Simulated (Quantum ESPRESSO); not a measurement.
# How far to go with the plane-wave cutoff: LuBi (I4mm, 2 atoms in the cell)

```xyz
2
Lattice="2.2044 -2.2044 3.1175 2.2044 2.2044 3.1175 -2.2044 -2.2044 3.1175" Properties=species:S:1:pos:R:3 pbc="T T T"
Lu     0.0354    -4.4441     3.1175
Bi     0.0000     0.0000     0.0000
```

Level of theory: LDA (PZ), PSlibrary PAW (LDA) pseudopotentials (plane waves; Quantum ESPRESSO).

Base settings: ecutwfc = 50 Ry; ecutrho = 500 Ry; occupations = smearing; smearing = fd; degauss = 0.0073499 Ry; potentials = {Lu: Lu.pz-spdn-kjpaw_psl.1.0.0.UPF, Bi: Bi.pz-dn-kjpaw_psl.1.0.0.UPF}; K_POINTS = automatic 3 3 3 0 0 0; conv_thr = 1e-10 Ry.

Moved along: ecutrho.

The second cell is the first with its lattice scaled by 0.98.

The mesh stays at the base's, so the ladder's end is converged at best in this setting alone.

Only quantities that move along the ladder and can be compared are tabulated.

The count of work is k-points × plane waves × bands × iterations; it is no time. 

The starting cell comes from a database of computed structures (which also holds hypothetical and non-ambient phases and stackings), without a prior relaxation at this level. Its lattice was rescaled by up to half a per cent. One atom was moved a little off its site on purpose. In the base run, with a pressure of about -6 GPa the cell is away from its equilibrium volume at this level. Without a gap this mesh is coarse (it stands for a supercell whose shortest vector is 13 Å).

Steps (ecutwfc): 17.5 Ry; 20 Ry; 22 Ry; 25 Ry; 28 Ry; 30 Ry; 35 Ry; 40 Ry; 45 Ry; 50 Ry; 55 Ry; 60 Ry; 68 Ry; 75 Ry; 88 Ry; 100 Ry; 120 Ry.

Q: What is the state of the free energy at the end of the ladder?

A: Still drifting one way, by 6.3 meV/atom over the last two steps, so the last step is no safe reference.

Q: What is the coarsest ecutwfc that holds the energy of the compressed cell less the first within 0.2 meV/atom of the last step, with all finer ones?

A: 60 Ry, at 0.31 of the last step's count of work; the step before is off by 1.0 meV/atom.

Q: What is the coarsest ecutwfc that holds the pressure within 0.5 GPa of the last step, with all finer ones?

A: 68 Ry, at 0.38 of the last step's count of work; the step before is off by 0.96 GPa.

```csv
ecutwfc,free energy less the last step's (meV/atom),energy of the compressed cell less the first (meV/atom),pressure (GPa),largest difference of a force vector from the last step's (eV/Å),count of work / last
17.5 Ry,82649.03,-991.72,-986.27,0.272,0.071
20 Ry,49158.58,464.15,-797.55,0.083,0.083
22 Ry,29663.46,246.75,-584.10,0.029,0.096
25 Ry,13878.75,-478.93,-337.94,0.015,0.095
28 Ry,6028.88,-267.15,-178.24,0.000,0.12
30 Ry,3233.96,76.73,-109.94,0.004,0.13
35 Ry,650.12,8.28,-32.32,0.000,0.14
40 Ry,141.05,-41.43,-9.96,0.000,0.17
45 Ry,83.86,-41.26,-5.40,0.000,0.23
50 Ry,80.36,-41.39,-5.63,0.000,0.27
55 Ry,61.34,-40.53,-6.23,0.000,0.27
60 Ry,37.58,-41.49,-6.24,0.000,0.31
68 Ry,12.78,-41.37,-5.66,0.000,0.38
75 Ry,7.63,-41.55,-5.33,0.000,0.44
88 Ry,6.32,-41.53,-5.36,0.000,0.63
100 Ry,2.32,-41.52,-5.38,0.000,0.76
120 Ry,0.00,-41.55,-5.28,0.000,1.0
```

At the lowest cutoff the pressure lies 981 GPa under the last step's, the usual sign of Pulay stress in an incomplete plane-wave basis.
